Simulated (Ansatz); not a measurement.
A hypothetical phase is included: elements placed on a structure type, which no database files for this compound.

By PBEsol, the system below comes out a metal.

Here is the system:

```
CELL_PARAMETERS angstrom
      3.92032     0.00000     0.00000
      0.00000     5.54417     0.00000
      1.96016     2.77209     1.96016
ATOMIC_POSITIONS crystal
  Li 0.50000 0.75000 0.00000
  Li 0.00000 0.50000 0.00000
```

The cell was relaxed by PBE-D3(BJ); by PBEsol it stands under a pressure of 1.3 GPa.

The current flows along the normal of the first two printed cell vectors, the (110) plane of the conventional cell. No spin-orbit coupling; the value is a mean over 0.1 eV about the Fermi level.

### Question
Estimate the ballistic conductance per area that Ansatz (a program for electronic structure) with PBEsol returns for this system.

### Answer
0.34 × 10¹⁵ S/m² for both spins.
